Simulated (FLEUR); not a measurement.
Band structure of Al2Pd (Fm-3m, 3 atoms in the cell).

```
CELL_PARAMETERS angstrom
      0.00000     2.94954     2.94954
      2.94954     0.00000     2.94954
      2.94954     2.94954     0.00000
ATOMIC_POSITIONS crystal
  Al 0.25000 0.25000 0.25000
  Al 0.75000 0.75000 0.75000
  Pd 0.00000 0.00000 0.00000
```

Method: PBEsol, all-electron FLAPW (FLEUR), scalar-relativistic valence.

Settings: Kmax = 4.5 1/bohr; GmaxXC = 22.5 1/bohr; xcFunctional = PBEs; jspins = 1; l_soc = F; mode = hist; fermiSmearingEnergy = 0.00499791 Htr; mesh (inpgen div1-3) = 7 7 7; inpgen gamma flag = false; Gmax = 22.5 1/bohr; numbands = 0; maxIterBroyd = 99; imix = Anderson; alpha = 0.05.

The starting cell comes from a database of computed structures (which also holds hypothetical and non-ambient phases and stackings), without a prior relaxation at this level. Spin polarisation is off. Values depend on the basis (sphere radii, cutoffs, local orbitals), which need not be converged.

Levels in eV from the Fermi level, bands 17 to 24:
```
point     17     18     19     20     21    22    23    24
-----  -----  -----  -----  -----  -----  ----  ----  ----
Γ      -3.66  -3.66   3.26   4.08   4.08  4.08  4.61  4.61
X      -3.76  -3.29  -2.73  -1.38  -1.38  2.25  3.17  8.41
W      -3.76  -3.04  -2.80  -2.80  -1.12  4.90  4.90  6.08
K      -3.62  -3.60  -3.11  -2.03  -0.51  2.75  5.45  6.74
L      -3.50  -3.50  -3.31   1.28   1.28  3.95  4.45  4.45
U      -3.62  -3.60  -3.11  -2.03  -0.51  2.75  5.45  6.74
```
